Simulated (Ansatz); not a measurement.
Take Ga2Pt (space group Fm-3m, No. 225; a = 5.922 Å; relaxed with 0.1 eV smearing) as the base. Axes: x, y, z lie along the cube axes.

One thing is altered: uniaxial strain ε_xx = −0.94 %, all other strain components held at zero; the atoms relax in the strained cell.

Levels (all Ansatz, a quantum-chemistry and plane-wave program, PAW): PBEsol (420 eV, no spin-orbit coupling); PBEsol+SOC (420 eV, noncollinear with spin-orbit coupling).

The geometry is relaxed with PBEsol.

```
Property           Value
---------------  -------
PBEsol pressure  1.3 GPa
```

With PBEsol+SOC at the same geometry, the pressure shrinks by 0.44 GPa, from 1.3 GPa to 0.8 GPa.

Single points use the geometry relaxed with PBEsol. The spin-orbit shifts are approximate. Whether these cells are dynamically stable was not tested. The runs without spin-orbit coupling are not spin-polarised.
